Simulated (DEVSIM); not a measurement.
Structure: abrupt Si p-n junction, at 400 K.

Layer 1 from the left is Si, thickness (μm) 0.640, Na (cm⁻³) 8.7e16, τn (s) 4.3e-6, τp (s) 4.3e-6. Layer 2 from the left is Si, thickness (μm) 1.60, Nd (cm⁻³) 1.1e16, τn (s) 4.3e-6, τp (s) 4.3e-6.

Left contact: ohmic. Right contact: ohmic. Voltage is applied to the left contact. Recombination: SRH at mid-gap. Mobility is constant in doping.

Constants are typed, rounded textbook-type inputs, not results; the design itself was drawn at random and stands for no fabricated device. Values at 300 K; Nc and Nv go as T^1.5, mobilities as T to minus their exponent, the gap by Varshni's rule with the affinity fixed.

Si: gap (eV) 1.124, affinity (eV) 4.05, permittivity 11.7, Nc (cm⁻³) 2.86e19, Nv (cm⁻³) 3.1e19, μn (cm²/Vs) 1417, μp (cm²/Vs) 470, T exponent of μn 2.3, T exponent of μp 2.2, Varshni α (eV/K) 0.000473, Varshni β (K) 636.

Question: Estimate by hand the built-in potential, the peak field at zero bias, the capacitance at -4 V, and compare with a numerical solution.

Answer: 
- Built-in potential: ni = √(Nc Nv) exp(−Eg/2kT) = 5.68e12 cm⁻³ with Eg = 1.096 eV; Vbi = kT/q ln(Na Nd/ni²) = 0.593 V; numerical 0.593 V.
- Peak field at zero bias: depletion approximation: W = √(2εVbi/(qN)) = 0.280 μm with N = 9.77e15 cm⁻³; field = 2Vbi/W = 42300 V/cm; numerical 40600 V/cm (estimate above by 4.3 %).
- Capacitance at -4 V: C = √(qεN / 2(Vbi + |V|)) = 13.3 nF/cm²; numerical 13.4 nF/cm² (estimate below by 0.75 %).

Model (solved in DEVSIM): 1D drift-diffusion, Boltzmann statistics, complete ionisation; no tunnelling, impact ionisation, image-force lowering or self-heating.
